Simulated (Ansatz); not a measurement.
WSi2, pressure series

The reference is WSi₂ (space group I4/mmm, No. 139; a = 3.2292 Å, c = 7.8673 Å).

Cell and atoms are relaxed at each pressure.

Calculations: Ansatz (a program for electronic structure) PBE, scalar-relativistic without spin-orbit coupling.

Notes on the quantities. enthalpy: H = E + PV relative to the base's energy.

| change | shortest interatomic distance | enthalpy | c/a ratio |
|---|---|---|---|
| base | 4.919 bohr | – | 2.436 |
| pressure −2 GPa | 4.927 bohr | -0.17 eV/atom | 2.435 |
| pressure −1 GPa | 4.923 bohr | -0.09 eV/atom | 2.435 |
| pressure 3 GPa | 4.906 bohr | +0.25 eV/atom | 2.439 |
| pressure 7 GPa | 4.891 bohr | +0.59 eV/atom | 2.442 |
| pressure 15 GPa | 4.863 bohr | +1.24 eV/atom | 2.447 |
| pressure 30 GPa | 4.789 bohr | +2.42 eV/atom | 2.457 |
| pressure 50 GPa | 4.693 bohr | +3.91 eV/atom | 2.468 |
| pressure 75 GPa | 4.597 bohr | +5.67 eV/atom | 2.481 |
| pressure 100 GPa | 4.518 bohr | +7.35 eV/atom | 2.492 |

Load acts through the strain it causes; cell and atoms are relaxed under it. Whether these cells are dynamically stable was not tested. No other phases were tried under pressure. All final runs are without spin polarisation.
